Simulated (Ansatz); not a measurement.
CdCu2GeSe4: stress against strain

CdCu2GeSe4 (I-42m, 22.624 Å³/atom and stress up to 0.01 GPa in the relaxed cell, c along z) under a strain ε along c (axis z), the other axes held. PBEsol in Ansatz, a plane-wave DFT program (PAW, default set), 420 eV, 8×8×8 Γ-centred mesh, Fermi-Dirac smearing 0.05 eV; ions are relaxed, or left where forces stay under 0.02 eV/Å, within the symmetry of each cell. Stress is positive for a compressed cell.

Here s stands for strain and y for stress zz.

```
strain (%)  stress zz (GPa)
----------  ---------------
-1.50                  1.25
-0.75                  0.62
0.00                   0.00
0.75                  -0.62
1.50                  -1.20
3.00                      ?
```

Problem. Using a straight line, estimate the missing y at s = 3.00 from the other rows, showing the fit.

Solution. Means: s 0, y 0.010. About the means, the sum of products is -4.6050 and the sum of squares of s is 5.6250; the slope is their ratio. Least squares gives y = 0.010 - 0.8187·s. Residuals (row less fit): 0.012, -0.004, -0.010, -0.016, 0.018; standard error 0.017 (degrees of freedom: 3). The slope gives the elastic constant C33 = 81.9 ± 0.7 GPa (± standard error of the fit, which holds the terms cut off). At the withheld row, y = 0.010 - 0.8187 × 3.00 = -2.446 GPa. The calculation gives -2.35 GPa, 0.096 GPa above the prediction (2.7 % of the range of y in the table). The row lies outside the fitted rows, so this is an extrapolation. From the scatter of the fitted rows alone, a prediction at this place has a standard error of 0.028 GPa, so the miss is 3.4 times that.

A polynomial of degree 2 through the 8 other runs of the series gives -2.35 there, so most of the miss is curvature that the fit leaves out. This level leaves no gap over 0.05 eV at strain -0.75, 0.00, 0.75, 1.50, 3.00 %. The start is a measured cell from the literature; how it stands against other phases or cation orders wasn't checked. Rows are the converged runs of the series near zero and its far end; series whose fitted rows scatter by over a few per cent of the range, as at a crossing or softening among them, aren't shown in this form, nor equations of state whose B0' disagrees with the runs' pressures. Most that stay on the fit to the last digits aren't either.
